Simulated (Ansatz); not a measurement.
# Sb2Se3 (model structure, started from the A-La2O3 type, P-3m1, No. 164, 5 atoms in the cell): properties by level of theory

| level (code) | lattice parameter a (Å) | lattice parameter c (Å) | enthalpy of formation (eV/atom) |
|---|---|---|---|
| PBE (Ansatz) | 4.070 | 10.533 | -0.260 |
| PBEsol (Ansatz) | 4.004 | 9.776 | -0.252 |
| PBE-D3(BJ) (Ansatz) | 4.010 | 9.707 | -0.261 |

Ansatz's density-functional and Hartree–Fock values are scalar-relativistic unless marked +SOC, with PAW data made under PBE.

Static lattice: no zero-point or thermal effects.

A model structure was made by putting elements into a prototype or built by hand; it is no filed structure, need not be a known phase, and can be a saddle point held by its symmetry.

Ansatz is a quantum-chemistry and plane-wave program.
